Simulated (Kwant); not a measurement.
Model system: In0.53Ga0.47As/In0.52Al0.48As stack with 2 barriers. One parabolic valley. Leads of mass 0.041 mₑ with the band edge at 0; grid 0.1 nm; bias swept from 0.0208 to 0.43967 V, dropping linearly over the stack. Emitter Fermi level 0.1 eV, 4 K, equal in the collector.

| layer | thickness (nm) | band offset (eV) | mass (mₑ) |
|---|---|---|---|
| 1 | 1.6 | 0.52 | 0.075 |
| 2 | 5.8 | 0 | 0.041 |
| 3 | 2.1 | 0.52 | 0.075 |

Constants are typed, rounded textbook-type inputs, not results; the design itself was drawn at random and stands for no fabricated device.

Kwant, one-band effective-mass tight-binding model in one dimension, coherent, no space charge, current by the Tsu-Esaki formula.

| bias (V) | A | B | C | D |
|---|---|---|---|---|
| 0.02080 | 51700 | 161000 | 2110 | 304 |
| 0.04698 | 143000 | 373000 | 8840 | 810 |
| 0.07316 | 243000 | 580000 | 58700 | 2030 |
| 0.09934 | 339000 | 740000 | 146000 | 7660 |
| 0.1255 | 420000 | 816000 | 231000 | 57200 |
| 0.1517 | 470000 | 835000 | 295000 | 129000 |
| 0.1779 | 453000 | 759000 | 308000 | 169000 |
| 0.2041 | 251000 | 418000 | 176000 | 105000 |
| 0.2302 | 54600 | 113000 | 33200 | 16400 |
| 0.2564 | 34300 | 80600 | 19200 | 8510 |
| 0.2826 | 27400 | 70400 | 14500 | 6000 |
| 0.3088 | 24300 | 67200 | 12400 | 4870 |
| 0.3350 | 23100 | 67900 | 11400 | 4300 |
| 0.3611 | 22900 | 71400 | 11000 | 4020 |
| 0.3873 | 23600 | 77800 | 11000 | 3930 |
| 0.4135 | 25100 | 87200 | 11400 | 3970 |
| 0.4397 | 27400 | 101000 | 12200 | 4140 |

Task: Column A is the base. The others each differ by one change: Fermi level in the emitter 0.1 → 0.05 eV; Fermi level in the emitter 0.1 → 0.075 eV; Fermi level in the emitter 0.1 → 0.15 eV. Which is which?

Result: B: Fermi level in the emitter 0.1 → 0.15 eV; C: Fermi level in the emitter 0.1 → 0.075 eV; D: Fermi level in the emitter 0.1 → 0.05 eV.
